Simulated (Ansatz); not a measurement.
Structure of amorphous Hf12O33La6 (periodic cell):

```
Hf4La2O11
1.0
    9.03490     0.00000     0.00000
    0.00000     9.03490     0.00000
    0.00000     0.00000     9.03490
Hf O La
12 33 6
Direct
  0.48042   0.72340   0.63464
  0.38525   0.44427   0.25623
  0.46445   0.95396   0.88813
  0.18145   0.96971   0.58295
  0.52939   0.16033   0.56154
  0.69464   0.16461   0.16739
  0.90445   0.20304   0.78202
  0.19839   0.36421   0.60852
  0.84243   0.85686   0.98790
  0.11187   0.00024   0.16056
  0.29269   0.24726   0.97259
  0.14497   0.67399   0.42492
  0.79179   0.27576   0.97959
  0.99258   0.39967   0.68524
  0.34853   0.84602   0.47975
  0.63865   0.72981   0.46483
  0.30065   0.40042   0.80077
  0.49130   0.27875   0.12056
  0.82187   0.63799   0.97999
  0.94644   0.60499   0.34919
  0.55868   0.56765   0.19816
  0.32413   0.00020   0.06110
  0.27572   0.89201   0.76832
  0.10252   0.90999   0.35983
  0.15848   0.21343   0.17954
  0.71949   0.23487   0.63974
  0.84260   0.97449   0.80540
  0.24746   0.45662   0.06389
  0.61607   0.05848   0.37191
  0.18540   0.43555   0.39265
  0.29917   0.16486   0.56881
  0.80572   0.30625   0.28810
  0.88187   0.01749   0.15378
  0.06248   0.82821   0.01726
  0.46255   0.16497   0.82885
  0.45972   0.71462   0.87552
  0.00094   0.10500   0.59116
  0.62879   0.94302   0.05217
  0.56975   0.93513   0.67320
  0.09669   0.17597   0.89257
  0.27942   0.59400   0.60587
  0.49645   0.35210   0.44232
  0.04064   0.78305   0.61094
  0.28900   0.66401   0.25554
  0.61630   0.55225   0.69079
  0.74749   0.47647   0.48537
  0.61345   0.49249   0.93660
  0.18884   0.65595   0.85946
  0.81868   0.91684   0.53847
  0.99424   0.42309   0.16382
  0.49478   0.81530   0.25928
```

Methods: PBE, scalar-relativistic without spin-orbit coupling (Ansatz, a program for electronic structure); r2SCAN, scalar-relativistic without spin-orbit coupling (Ansatz); HSE06, scalar-relativistic without spin-orbit coupling (Ansatz). Neutral PBE cell, which sets geometry, pressure and energy: sampling: a 2×2×2 Γ-centred mesh; Fermi-Dirac width 0.02 eV; no spin polarisation. Exact exchange is cut at the faces of this 9 Å cell, which leaves hybrid gaps a finite-size error.

The cell was made by melting and quenching with the CHGNet potential and then relaxed with DFT. O atoms were pushed apart under 1.9 Å during the dynamics, to hinder bonds among them. The hot cell started wider than the set density and was brought back towards it in steps. It is the lowest in DFT energy of 2 quenches. It is a model cell: composition and starting density were chosen by hand, and all elements were melted together. No dispersion term was used. Its density started from a set value of 8.12 and ended at 7.89 g/cm³. Cooling (nominally 450 K/ps over its main leg) ran many orders faster than in experiment, which tends to leave more defects and strain. A cell of this size samples the disorder only roughly. The volume was free in the relaxation, at fixed shape.

Problem. Give the pressure, the energy against reference phases and the spacing of the highest filled and lowest empty levels.

Solution. 
* **Pressure on a 2×2×2 Γ-centred mesh**: 0.05 GPa
* **Largest force and stress component on that mesh (the relaxation ran on the zone centre alone)**: 0.11 eV/Å and 2.3 GPa
* **Energy relative to HfO2 (P2_1/c) + hexagonal La2O3 (lowest mix at this level among the phases computed, not always the ambient ones)**: 113 meV/atom
* **Gap on a 2×2×2 Γ-centred mesh (PBE)**: 3.94 eV
* **Gap at the zone centre (PBE)**: 3.97 eV
* **Gap at the zone centre (r2SCAN)**: 4.45 eV
* **Gap at the zone centre (HSE06)**: 5.51 eV
* **Distance between the nearest levels spread over more than a fifth of the atoms or a third of the atoms of their main element (six at least) (PBE, zone centre)**: 3.97 eV

Problem. At PBE and the zone centre, how localised are the states just below and above the Fermi level (participation number: the atoms over which a state spreads)?

Solution. The highest filled state is spread over 12.1 atoms' worth, largest on O17, with weights by element (charge in smoothed Voronoi cells) O 0.92, Hf 0.05, La 0.03. The lowest empty state is spread over 23.5 atoms' worth, largest on La48, with weights by element (charge in smoothed Voronoi cells) O 0.44, La 0.33, Hf 0.23.

Neighbours within Hf-Hf 3.34 Å, Hf-O 2.74 Å, Hf-La 3.65 Å, O-O 1.58 Å, O-La 3.28 Å, La-La 3.96 Å count as bonded. Two cations that share two anions don't count as bonded, nor two that share one unless they lie closer than Hf-Hf 3.25 Å, Hf-La 3.55 Å, La-La 3.85 Å.

Added carriers, by Ansatz with PBE, scalar-relativistic without spin-orbit coupling on the zone centre alone. Charged cells keep the cell fixed and stand in a uniform background, with no image correction, at a width of 0.01 eV; where the count is odd the moment is locked at 1 μB, unless the neutral cell bore moments. Each starts from the undistorted neutral geometry alone. PBE's self-interaction favours spread-out carriers, so it can miss traps that a hybrid finds.

Problem. What happens at PBE when the cell takes an extra electron and the atoms relax?

Solution. Relaxation lowers the charged cell by 0.11 eV. The largest moves are O19 0.23 Å, O38 0.15 Å, Hf9 0.13 Å, O40 0.11 Å. The level that holds the added charge spreads over 14.1 atoms' worth, most on Hf9 (weight 0.19): a partly localised carrier. Bonds formed: O19-La48. Made neutral again at that geometry, the cell lies +0.34 eV from the neutral start.

Problem. What happens at PBE when the cell takes a hole and the atoms relax?

Solution. Relaxation lowers the charged cell by 0.32 eV. The largest moves are O17 0.49 Å, O14 0.45 Å, La46 0.34 Å, O40 0.32 Å. The level that was emptied spreads over 3.6 atoms' worth, most on O17 (weight 0.46): a localised (trapped) carrier, which neighbours of that atom can share. Bonds broken: O14-La46. Bonds formed: Hf2-O25, Hf10-O40, O14-La48, O19-La48, O40-La50. Made neutral again at that geometry, the cell lies +0.94 eV from the neutral start.
